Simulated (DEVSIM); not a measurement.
Device: GaN p-n junction from an implanted or diffused profile, at 300 K.

```csv
layer (left to right),material,thickness (μm),Nd (cm⁻³),τn (s),τp (s)
1,GaN,7.90,2.1e16,1.3e-9,1.3e-9
```

Added acceptor profile: 1.5e18 cm⁻³ × exp(−(x − 0.02 μm)²/(2·(0.25 μm)²)). Left contact: ohmic. Right contact: ohmic. Voltage is applied to the left contact. Recombination: SRH at mid-gap, radiative. Mobility is μmin + (μ − μmin)/(1 + (N/Nref)^α).

Constants are typed, rounded textbook-type inputs, not results; the design itself was drawn at random and stands for no fabricated device. Values at 300 K.

```csv
parameter,GaN
gap (eV),3.43
affinity (eV),4.1
permittivity,9.5
Nc (cm⁻³),2.3e18
Nv (cm⁻³),4.6e19
μn (cm²/Vs),1200
μp (cm²/Vs),100
"μn,min",55
"μp,min",3
"Nref,n",2e17
"Nref,p",3e17
αn,1
αp,2
B (cm³/s),1e-11
```

Model (solved in DEVSIM): 1D drift-diffusion, Boltzmann statistics, complete ionisation; no tunnelling, impact ionisation, image-force lowering or self-heating.

Problem. Give the small-signal capacitance in reverse bias (quasi-static).

Solution. 
```json
[
 {"V (V)": "-0.4", "C (nF/cm²)": "16.5"},
 {"V (V)": "-1", "C (nF/cm²)": "15.4"},
 {"V (V)": "-2", "C (nF/cm²)": "14.1"},
 {"V (V)": "-3", "C (nF/cm²)": "13.0"},
 {"V (V)": "-4", "C (nF/cm²)": "12.2"},
 {"V (V)": "-6", "C (nF/cm²)": "10.9"},
 {"V (V)": "-8", "C (nF/cm²)": "10.0"},
 {"V (V)": "-10", "C (nF/cm²)": "9.28"},
 {"V (V)": "-13", "C (nF/cm²)": "8.46"},
 {"V (V)": "-16", "C (nF/cm²)": "7.82"},
 {"V (V)": "-20", "C (nF/cm²)": "7.17"}
]
```
